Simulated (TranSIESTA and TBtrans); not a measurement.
In chain with one O atom inserted

System: In chain with one O atom inserted. Leads: straight In chain, spacing 2.755 Å. Geometry: 3 atoms about the centre moved by SIESTA (PBE, DZP) to a largest force of 0.01 eV/Å, all others as built, motion along the axis alone.

Method: TranSIESTA and TBtrans, PBE, DZP numerical orbitals (energy shift 0.15 eV), PseudoDojo norm-conserving scalar-relativistic potentials, mesh cutoff 200 Ry, 300 K, spin-polarised (collinear), no spin-orbit coupling; self-consistent non-equilibrium Green functions.

```
Item                               Value
---------------------------------  -----
Conductance at 300 K (G0 = 2e²/h)   0.93
Thermopower (μV/K)                  -2.5
Mean T from −0.5 to 0.5 eV          0.77
```

Energies count from the leads' Fermi level. Transmissions are for each spin. The energy step is 0.01 eV; narrower resonances are cut or missed.

| E (eV) | T up | T down | lead channels up | down |
|---|---|---|---|---|
| -2.00 | 0.46 | 0.46 | 1 | 1 |
| -1.80 | 0.40 | 0.40 | 1 | 1 |
| -1.60 | 0.31 | 0.31 | 1 | 1 |
| -1.40 | 0.11 | 0.11 | 1 | 1 |
| -1.20 | 0 | 0 | 0 | 0 |
| -1.00 | 0.89 | 0.89 | 1 | 1 |
| -0.80 | 0.81 | 0.82 | 1 | 1 |
| -0.60 | 0.68 | 0.68 | 1 | 1 |
| -0.40 | 0.61 | 0.61 | 1 | 1 |
| -0.20 | 0.64 | 0.64 | 3 | 3 |
| 0.00 | 0.94 | 0.95 | 3 | 3 |
| 0.20 | 0.87 | 0.87 | 3 | 3 |
| 0.40 | 0.78 | 0.78 | 3 | 3 |
| 0.60 | 0.74 | 0.74 | 3 | 3 |
| 0.80 | 0.74 | 0.74 | 3 | 3 |
| 1.00 | 0.76 | 0.76 | 3 | 3 |
| 1.20 | 0.80 | 0.80 | 3 | 3 |
| 1.40 | 0.85 | 0.85 | 3 | 3 |
| 1.60 | 0.87 | 0.87 | 3 | 3 |
| 1.80 | 0.86 | 0.86 | 3 | 3 |
| 2.00 | 0.81 | 0.81 | 3 | 3 |

Moments were seeded on the central atoms alone, and one start was tried. The straight chain is held at its spacing; free chains may zigzag or dimerise.
